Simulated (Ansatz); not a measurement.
Mg2C3 (Pnnm, No. 58; cell taken from a computed entry)

Computed with PBEsol (Ansatz, a program for electronic structure, PAW).

Settings: plane-wave cutoff 500 eV, 8×6×10 k mesh (along the axes of the cell as run), gaussian smearing 0.02 eV, scalar-relativistic PAW data made under PBE.

Cell (relaxed at this level):

Mg2C3 is modelled in the orthorhombic space group Pnnm (No. 58), Pearson symbol oP10. Cell: a = 5.2665 Å, b = 6.3949 Å, c = 3.7094 Å, α = β = γ = 90.00°. Mg on 4g is surrounded by 4 C at 2.190–2.302 Å and 1 C at 2.456 Å and 2 C at 2.690 Å. C1 on 4g is surrounded by 1 C at 1.328 Å and 4 Mg at 2.190–2.302 Å. C2 on 2c has 2 C at 1.328 Å and 2 Mg at 2.456 Å and 4 Mg at 2.690 Å. (Neighbours: up to the widest gap in distance over summed covalent radii, below 1.35, at either atom; cation-cation and far metal-metal contacts left out.)

| Quantity | Result |
|---|---|
| band gap | 1.58 eV (on the SCF k mesh) |

Note: the relaxation could not lower the start's symmetry, so the cell can be a saddle point above a distorted one.

Computed values are for the static lattice.

Cost on a shared machine: very roughly 3 core-minutes.
